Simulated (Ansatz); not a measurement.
Effect of pressure −1 GPa on SnS2

Base system: SnS2 in the CdI2 type structure (space group P-3m1, No. 164; a = 3.6261 Å, c = 5.5729 Å; layered, stacked along the Cartesian z axis).

It is then changed as follows: hydrostatic tension (pressure −1 GPa).

The values are results of PBEsol-D3(BJ) in Ansatz (plane waves to 420 eV, PAW, spin-orbit coupling left out), not measurements. Settings: 11×11×6 k-points, 0.05 eV Fermi–Dirac smearing.

```json
[
 {"quantity": "volume per atom", "base": "21.15 Å³", "changed": "21.82 Å³", "shift": "+0.67 Å³"},
 {"quantity": "density", "base": "4.78 g/cm³", "changed": "4.64 g/cm³", "shift": "-0.146 g/cm³"},
 {"quantity": "lattice parameter a", "base": "3.626 Å", "changed": "3.638 Å", "shift": "+0.012 Å"},
 {"quantity": "c/a ratio", "base": "1.537", "changed": "1.569", "shift": "+0.032"},
 {"quantity": "band gap", "base": "0.96 eV", "changed": "1.10 eV", "shift": "+0.14 eV"},
 {"quantity": "gap character", "base": "indirect, K–Γ (87 % along) → k = (0, 0.455, 1/3) in the run's primitive reciprocal basis", "changed": "indirect, K–Γ (87 % along) → k = (0, 0.455, 1/3) in the run's primitive reciprocal basis", "shift": "–"},
 {"quantity": "smallest direct gap", "base": "1.58 eV", "changed": "1.67 eV", "shift": "+0.09 eV"},
 {"quantity": "mean gap deformation potential ΔEg/Δln V", "base": "–", "changed": "+4.4 eV", "shift": "–"},
 {"quantity": "width of the top valence band", "base": "2.13 eV", "changed": "1.81 eV", "shift": "-0.32 eV"}
]
```

Final structure:

```
CELL_PARAMETERS angstrom
      3.63837     0.00000     0.00000
     -1.81919     3.15092     0.00000
      0.00000     0.00000     5.70976
ATOMIC_POSITIONS crystal
  Sn 0.00000 0.00000 0.00000
  S  0.33333 0.66667 0.25817
  S  0.66667 0.33333 0.74183
```

Load acts through the strain it causes; cell and atoms are relaxed under it. No phonon test of stability was made.

Ansatz is a first-principles code.
